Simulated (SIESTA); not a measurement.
Band structure of ZnSnP₂ (I-42d, 8 atoms in the cell).

```yaml
crystal:
  lattice:
    - [-2.78676, 2.78676, 5.58800]
    - [2.78676, -2.78676, 5.58800]
    - [2.78676, 2.78676, -5.58800]
  atoms:
    - { symbol: Zn, position: [0.75000, 0.25000, 0.50000] }
    - { symbol: Zn, position: [0.00000, 0.00000, 0.00000] }
    - { symbol: Sn, position: [0.25000, 0.75000, 0.50000] }
    - { symbol: Sn, position: [0.50000, 0.50000, 0.00000] }
    - { symbol: P, position: [0.37500, 0.35362, 0.47862] }
    - { symbol: P, position: [0.64638, 0.12500, 0.02138] }
    - { symbol: P, position: [0.87500, 0.89638, 0.52138] }
    - { symbol: P, position: [0.10362, 0.62500, 0.97862] }
```

Computed with GGA PBE with spin-orbit coupling, numerical atomic orbitals DZP, PseudoDojo PBE fully relativistic norm-conserving potentials (rewritten from UPF to PSML) (SIESTA 5.4.2).

Settings: XC.functional = GGA; XC.authors = PBE; potentials = PseudoDojo PBE fully relativistic; PAO.BasisSize = DZP; PAO.EnergyShift = 0.01 Ry; MeshCutoff = 400 Ry; kgrid.MonkhorstPack = 4 4 4; OccupationFunction = FD; ElectronicTemperature = 10 K; Spin = spin-orbit; MaxSCFIterations = 150; SCF.Mixer.Method = Pulay; SCF.Mixer.Weight = 0.1; SCF.Mixer.History = 6.

The starting cell comes from a database of computed structures (which also holds hypothetical and non-ambient phases and stackings), without a prior relaxation at this level. Its lattice was rescaled by a random factor within 2.5 % of one. Values carry the incompleteness of an atom-centred basis.

Task: Predict the gap along the standard path and the places of the band edges.

Result: The gap along the path is 1.22 eV, direct at Γ to within 0.01 eV. Another conduction valley lies within 0.1 eV, so the order of the valleys is not sure.

Levels in eV from the top of the valence band on the path, bands 85 to 89:
| point | 85 | 86 | 87 | 88 | 89 |
|---|---|---|---|---|---|
| Γ | -0.01 | -0.01 | 0.00 | 0.00 | 1.22 |
| X | -0.85 | -0.85 | -0.85 | -0.85 | 1.33 |
| Y | -1.16 | -1.16 | -1.12 | -1.12 | 1.68 |
| S | -1.20 | -1.16 | -1.00 | -0.99 | 1.61 |
| Z | -1.48 | -1.48 | -1.48 | -1.48 | 1.25 |
| S1 | -1.20 | -1.16 | -1.00 | -0.99 | 1.61 |
| N | -1.56 | -1.56 | -1.05 | -1.05 | 2.69 |
| P | -1.12 | -1.12 | -1.09 | -1.09 | 1.87 |
| Y1 | -1.16 | -1.16 | -1.12 | -1.12 | 1.68 |

Higher empty bands are left out: an atom-centred basis made for the valence describes them poorly.

The net moment of the cell came out as 0.00 μB.
